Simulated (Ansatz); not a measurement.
Effect of uniaxial strain ε_zz = −2.50 % on Sc

Start from Sc in the hcp (Mg type) structure (space group P6_3/mmc, No. 194; a = 3.318 Å, c = 5.186 Å; relaxed with 0.1 eV smearing). Axes: x lies along a and z along c of the hexagonal cell.

It is then changed as follows: uniaxial strain ε_zz = −2.50 %, all other strain components held at zero, atoms relaxed at fixed cell.

Level of theory: plane-wave PAW DFT at the PBE level (Ansatz, a first-principles code, 420 eV), spin-orbit coupling left out. k-mesh 20×20×11 (Γ-centred); smearing 0.1 eV (Fermi–Dirac).

| quantity | base | changed | shift |
|---|---|---|---|
| volume per atom | 24.72 Å³ | 24.10 Å³ | -0.62 Å³ |
| space group | P6_3/mmc (No. 194) | P6_3/mmc (No. 194) | – |
| shortest interatomic distance | 3.224 Å | 3.172 Å | -0.052 Å |
| energy relative to the base (free energy F) | 0 meV/atom | +5.0 meV/atom | +5.0 meV/atom |
| pressure (mean of the normal stresses, compression positive) | 0.0 GPa | 1.4 GPa | +1.4 GPa |
| band gap | zero | zero | – |
| stress (xx, yy, zz, yz, xz, xy; compression positive) | – | (0.8, 0.8, 2.6, 0.0, 0.0, 0.0) GPa | – |

Whether these cells are dynamically stable was not tested. The final runs are not spin-polarised.
